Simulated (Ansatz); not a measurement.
Defect: O vacancy in monoclinic HfO2 with all lengths changed by -1 %, charge state +2. Level of theory: PBE, PAW (plane waves to 420 eV; Ansatz, a program for electronic structure).

Cell of 96 host sites held at the strained lattice (strain from the relaxed PBE one, atoms relaxed); the Γ point alone; Fermi-Dirac width 0.01 eV, spin-restricted; finite-size errors left in. No zero-point or tunnelling terms. Spin-orbit coupling is left out. The charge state is imposed; whether it is stable for some Fermi level was not computed. Forms of the defect that were not tried may lie lower.

Barriers: single points on a 2×2×2 k-point mesh shifted by half a step at the bands' geometries.

The step: one O atom jumps into the vacancy from a nearby O site; the atom moves 1.94 Å along (-0.36, -0.09, -0.14) of the unit cell; from a vacant O site with 3 nearest neighbours to a vacant O site with 4 nearest neighbours; the moving atom starts with neighbours Hf at 2.09, Hf at 2.13, Hf at 2.34, Hf at 2.36; O at 2.57, O at 2.63, O at 2.65 Å and ends with Hf at 2.03, Hf at 2.06, Hf at 2.24 Å.

Question: Predict the migration barrier of this step from PBE, PAW.

Answer: 0.87 eV forward and 0.14 eV backward. At the saddle the moving atom has neighbours 2 Hf at 1.98 Å. The saddle point's order was not checked.
